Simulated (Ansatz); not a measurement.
An Ansatz (an electronic-structure program) input (PBEsol, PAW, 420 eV (Ansatz; no spin-orbit coupling), earlier PAW set):

Ansatz 0.2 input:
```yaml
crystal:
  lattice:
    - [3.1757470404, 0, 0]
    - [1.5878735202, 2.750277613, 0]
    - [1.5878735202, -0.9167592043, 2.646612844]
  atoms:
    - { symbol: N, position: [0, 0, 0] }
    - { symbol: Zr, position: [0, 0.5, 0.5] }
basis: { ecutwfc: 420, ecutrho_ratio: 4, xc_grid: 2, fft_grid_basis: typed }
kpoints: { mp_grid: { grid: [22, 22, 22] } }
hamiltonian:
  xc: pbesol
  dispersion: none
  pseudopotentials: { azcp: { folder: ./paw }, kind: paw }
scf: { occupations: { method: fermi_dirac, width: 0.1 } }
relax: { f_tol: 0.005, max_steps: 50, cell: { stress_tol: 0.01, fix: [a, b, gamma] } }
output: { forces: true, stress: true }
checkpoint: { write: state.ck, write_every: 1000 }
```

**Question.** Which symmetry and how many k-points will the program report, and about how many plane waves at Γ?

**Answer.** Space group R-3m (ITA 166) with 12 operations, k-points 1024 of 10648, and 459 plane waves at Γ.

**Question.** And the final pressure?

**Answer.** 4.38 GPa (compression positive).

The cells carry an imposed strain or load. Whether these cells are dynamically stable was not tested. The final runs are not spin-polarised. The cell was made from ZrN in the rock salt structure (space group Fm-3m, No. 225) by this change: biaxial strain −1.36 %, plane normal [111], relaxed out of plane.
